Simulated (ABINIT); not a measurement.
# Predicting one run from its neighbours: the energy against the mesh, CdSe (R3m, 2 atoms in the cell)

```
CELL_PARAMETERS angstrom
      0.00000     3.04013     3.04013
      3.04013     0.00000     3.04013
      3.04013     3.04013     0.00000
ATOMIC_POSITIONS crystal
  Cd 0.00475 0.00475 0.00475
  Se 0.25000 0.25000 0.25000
```

Method of the run: LDA (PW92), PAW (JTH v2.0 LDA PAW) (plane waves; ABINIT).

Base settings: pseudos = [Cd.LDA_PW-JTH.xml, Se.LDA_PW-JTH.xml]; ecut = 40 Ry; pawecutdg = 80 Ry; pawxcdev = 0; ixc = 7; occopt = 3; tsmear = 0.00036749 Ha; ngkpt = 4 4 4; nshiftk = 1; shiftk = 0 0 0.

The last step of the ladder, which sets the zero, is ngkpt = 15 15 15.

The starting cell has typed, rounded lattice constants, without a prior relaxation at this level. Its lattice was rescaled by up to half a per cent. One atom was moved a little off its site on purpose.

In a gapped crystal the sum over the mesh converges exponentially with the size of the supercell that the mesh stands for: ln(ΔF) = a + b·N.

```
ngkpt  divisions along the first axis  F less the last step's (meV/atom)  ln of it
-----  ------------------------------  ---------------------------------  --------
4 4 4                               4                              29.02     3.368
5 5 5                               5                               8.77     2.171
6 6 6                               6                               3.15     1.147
7 7 7                               7                                  ?         ?
8 8 8                               8                               0.59    -0.528
```

Task: Fit the line to the 4 rows given and predict the withheld one.

Result: Means: x̄ = 5.7500, ȳ = 1.5395. Σ(x − x̄)(y − ȳ) = -8.423 and Σ(x − x̄)² = 8.750, so b = -0.9627 and a = ȳ − b·x̄ = 7.0750; each further division cuts the miss by a factor of 2.6. The largest residual of the fitted rows is 0.15. At x = 7 the line gives 0.336, that is 1.40 meV/atom. The run gave 1.29 meV/atom, a miss of 0.11 meV/atom (9 %). The table is a window of a longer ladder. The rows were chosen because the form fits them, the withheld one included, so this shows the method and is no test of the form.

Left out of this page: 5 runs of the series outside the window shown, repeating another row's setting, or not comparable.
